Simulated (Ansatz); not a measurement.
Consider the following.

```yaml
crystal:
  lattice:
    - [3.15036, 0.00000, 0.00000]
    - [-1.57518, 2.72829, 0.00000]
    - [0.00000, 0.00000, 5.12254]
  atoms:
    - { symbol: Mg, position: [0.33333, 0.66667, 0.75000] }
    - { symbol: Mg, position: [0.66667, 0.33333, 0.25000] }
```

No spin polarisation.

The values are results of PBEsol in Ansatz (plane waves to 420 eV, PAW, spin-orbit coupling left out), not measurements. Γ-centred 21×21×11 mesh, Fermi–Dirac width 0.1 eV.

Task: Predict the band gap, pressure and space group.

Result: Band gap: zero
Pressure (mean of the normal stresses, compression positive): 0.9 GPa
Space group: P6_3/mmc (No. 194)

The cells carry an imposed strain or load. Stability against distortions was not tested. The cell was made from Mg in the hcp (Mg type) structure (space group P6_3/mmc, No. 194) by this change: isotropic strain −0.78 %.

Ansatz is a program for electronic structure.
